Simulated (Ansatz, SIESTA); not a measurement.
# One structure in several programs: Re3Tc (P6_3/mmc, 8 atoms in the cell)

Self-consistent single point.

```yaml
crystal:
  lattice:
    - [5.47758, 0.00000, 0.00000]
    - [-2.73879, 4.74372, 0.00000]
    - [0.00000, 0.00000, 4.42934]
  atoms:
    - { symbol: Tc, position: [0.33333, 0.66667, 0.75000] }
    - { symbol: Tc, position: [0.66667, 0.33333, 0.25000] }
    - { symbol: Re, position: [0.16651, 0.33303, 0.25000] }
    - { symbol: Re, position: [0.83349, 0.66697, 0.75000] }
    - { symbol: Re, position: [0.83349, 0.16651, 0.75000] }
    - { symbol: Re, position: [0.16651, 0.83349, 0.25000] }
    - { symbol: Re, position: [0.66697, 0.83349, 0.25000] }
    - { symbol: Re, position: [0.33303, 0.16651, 0.75000] }
```

Shared settings, as Ansatz (a first-principles code) writes them: kpoints.mp_grid.grid = 4 4 5; magnetization.spin_orbit = true; scf.occupations.method = gaussian; scf.occupations.width = 0.2 eV. Potentials and cutoffs stand in the table.

| code | model | pressure (GPa) | largest force (eV/Å) | cutoff |
|---|---|---|---|---|
| Ansatz | PBEsol with spin-orbit coupling, PAW files | 1.32 | 0.007 | default |
| SIESTA | GGA PBEsol with spin-orbit coupling, numerical atomic orbitals DZP, PseudoDojo PBEsol fully relativistic norm-conserving potentials (rewritten from UPF to PSML) | – | 0.069 | grid 350 Ry |

A dash marks a value that a program does not give, or that is left out as unsure.

The spread over the programs that give each value: largest force within 0.062 eV/Å.

SIESTA uses small atom-centred bases, whose incompleteness enters pressures, forces and empty levels differently from a plane-wave cutoff.

The starting cell comes from a database of computed structures (which also holds hypothetical and non-ambient phases and stackings), without a prior relaxation at this level. Its lattice was rescaled by a random factor within 2.5 % of one.

Left out of this page: Elk (not drawn, or without a comparable value).

Keys are those of Ansatz 0.2.
